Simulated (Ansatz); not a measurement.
Problem. Name crystals whose electron conductivity mass lies between 0.25 and 0.39 mₑ and whose hole conductivity mass lies between 0.82 and 1.28 mₑ, by r2SCAN with spin-orbit coupling, rigid bands run with Ansatz (a quantum-chemistry and plane-wave program).

Solution. Many crystals can fit; among those computed here:
- MgSe (Fm-3m): 0.31 mₑ, 0.97 mₑ
- AlN (P6_3mc): 0.32 mₑ, 1.02 mₑ
- MgS (Fm-3m): 0.37 mₑ, 1.22 mₑ

Masses are for dilute carriers at 300 K, harmonic means over directions unless an axis is named.
